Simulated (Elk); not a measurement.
Worked example: self-consistent single point of Mg2Zn (P6_3/mmc, 6 atoms in the cell) in Elk.

Method: PBEsol, all-electron FP-LAPW, Elk's shipped species files, default APW+lo basis in Elk.

```
Mg2Zn
1.0
    3.08820     0.00000     0.00000
   -1.54410     2.67446     0.00000
    0.00000     0.00000    14.52655
Mg Zn
4 2
Cartesian
  0.00000   1.78297   5.92945
  1.54410   0.89149   8.59710
  1.54410   0.89149  13.19272
  0.00000   1.78297   1.33383
  1.54410   0.89149   3.63164
  0.00000   1.78297  10.89491
```

Reference input (self-consistent single point, DFT, LDA (PW92), all-electron FP-LAPW, Elk's shipped species files, default APW+lo basis): xctype = 3; rgkmax = 7; stype = 0; swidth = 0.00499791 Ha; ngridk = 10 10 2. This run's input differs from it in these lines:

```diff
@@ -4,3 +4,3 @@
 xctype
-  3
+  22
```

Log, with long lists cut:

```
│ Self-consistent loop started │
│ Loop number : 1 │
 total energy                :     -4379.91308893
│ Loop number : 2 │
 total energy                :     -4380.41620121
RMS change in Kohn-Sham potential (target) :   0.7565027789     (  0.1000000000E-05)
Absolute change in total energy (target)   :   0.5031122782     (  0.1000000000E-03)
│ Loop number : 3 │
 total energy                :     -4378.96682708
RMS change in Kohn-Sham potential (target) :   0.7284744411     (  0.1000000000E-05)
Absolute change in total energy (target)   :    1.323596059     (  0.1000000000E-03)
│ Loop number : 4 │
   [... lines left out ...]
Absolute change in total energy (target)   :   0.6116179429E-03 (  0.1000000000E-03)
│ Loop number : 14 │
 total energy                :     -4389.18119986
RMS change in Kohn-Sham potential (target) :   0.6310807203E-06 (  0.1000000000E-05)
Absolute change in total energy (target)   :   0.2243086310E-03 (  0.1000000000E-03)
│ Loop number : 15 │
 total energy                :     -4389.18119955
RMS change in Kohn-Sham potential (target) :   0.2407839226E-06 (  0.1000000000E-05)
Absolute change in total energy (target)   :   0.5639255869E-04 (  0.1000000000E-03)
Convergence targets achieved

│ Loop number : 16 │

Energies :
 Fermi                       :     0.153236492747
 total energy                :     -4389.18118907

Density of states at Fermi energy :    83.93929271
 (states/Hartree/unit cell)

Estimated indirect band gap :   0.1096148572E-02
 from k-point     14 to k-point     27
Estimated direct band gap   :   0.7374774180E-02
 at k-point     14

Charges :
 core                        :    32.00000000
 valence                     :    76.00000000
 interstitial                :    8.377369716
 muffin-tins (core leakage)
  species :    1 (Mg)
   atom    1                 :    10.49077664     (   0.000000000    )
   atom    2                 :    10.49077664     (   0.000000000    )
   atom    3                 :    10.49077664     (   0.000000000    )
   atom    4                 :    10.49077664     (   0.000000000    )
  species :    2 (Zn)
   atom    1                 :    28.82976187     (  0.8229586351E-04)
   atom    2                 :    28.82976187     (  0.8229586351E-04)
 total in muffin-tins        :    99.62263028
 total calculated charge     :    107.9589820
 total charge                :    108.0000000
 error                       :   0.4101802475E-01

│ Self-consistent loop stopped │
```

The run converged in 16 iterations. The count includes the last loop, which Elk runs after its targets are met. 

The starting cell comes from a database of computed structures (which also holds hypothetical and non-ambient phases and stackings), without a prior relaxation at this level. Values depend on the basis (sphere radii, cutoffs, local orbitals), which need not be converged. The log's line on a gap gives a spacing of levels on this mesh, which the program prints for metals too.

Cost on one core of a shared machine: roughly 40 s.
